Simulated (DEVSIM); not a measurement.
Structure: Schottky contact on n-type GaAs, at 350 K.

| layer (left to right) | material | thickness (μm) | Nd (cm⁻³) | τn (s) | τp (s) |
|---|---|---|---|---|---|
| 1 | GaAs | 1.10 | 1.1e15 | 6e-9 | 6e-9 |

Left contact: Schottky, work function 4.92 eV, emission velocity 9.2e6 cm/s. Right contact: ohmic. Voltage is applied to the left contact. Recombination: SRH at mid-gap, radiative. Mobility is μmin + (μ − μmin)/(1 + (N/Nref)^α).

This is a model device: material constants are rounded textbook-type values typed into the input, and sizes, dopings and lifetimes were drawn at random. Values at 300 K; Nc and Nv go as T^1.5, mobilities as T to minus their exponent, the gap by Varshni's rule with the affinity fixed. The table also holds parameters that only a changed run uses.

```csv
parameter,GaAs
gap (eV),1.424
affinity (eV),4.07
permittivity,12.9
Nc (cm⁻³),4.7e17
Nv (cm⁻³),9e18
μn (cm²/Vs),8500
μp (cm²/Vs),400
"μn,min",500
"μp,min",20
"Nref,n",6e16
"Nref,p",1.5e17
αn,0.39
αp,0.38
T exponent of μn,2.1
T exponent of μp,2.2
B (cm³/s),2e-10
Cn (cm⁶/s),1e-30
Cp (cm⁶/s),1e-30
Varshni α (eV/K),0.000541
Varshni β (K),204
```

DEVSIM, 1D drift-diffusion, Boltzmann statistics, complete ionisation; no tunnelling, impact ionisation, image-force lowering or self-heating. Metal contacts follow the ideal Schottky-Mott rule: no Fermi-level pinning, no interface dipoles.

Base results: largest field in the device at zero bias (V/cm) 14000; dark forward voltage at 1 A/cm² (V) 0.445; potential step across the device at zero bias (V) 0.660; dark forward voltage at 100 A/cm² (V) 0.600.

What follows from this one change: doping Nd of layer 1 1.1e+15 → 3.3e+13 cm^-3?

largest field in the device at zero bias 14000 → 5300 V/cm; dark forward voltage at 1 A/cm² 0.445 → 0.468 V; potential step across the device at zero bias 0.660 → 0.555 V; dark forward voltage at 100 A/cm² 0.600 → 0.910 V.

What follows from this one change: metal work function 4.92 → 5.02 eV?

largest field in the device at zero bias 14000 → 15000 V/cm; dark forward voltage at 1 A/cm² 0.445 → 0.545 V; potential step across the device at zero bias 0.660 → 0.760 V; dark forward voltage at 100 A/cm² 0.600 → 0.700 V.

What follows from this one change: metal work function 4.92 → 4.77 eV?

largest field in the device at zero bias 14000 → 12000 V/cm; dark forward voltage at 1 A/cm² 0.445 → 0.295 V; potential step across the device at zero bias 0.660 → 0.510 V; dark forward voltage at 100 A/cm² 0.600 → 0.450 V.

What follows from this one change: thickness of layer 1 1.1 → 1.9 μm?

largest field in the device at zero bias little changed (14000 V/cm); dark forward voltage at 1 A/cm² little changed (0.445 V); potential step across the device at zero bias little changed (0.660 V); dark forward voltage at 100 A/cm² 0.600 → 0.611 V.
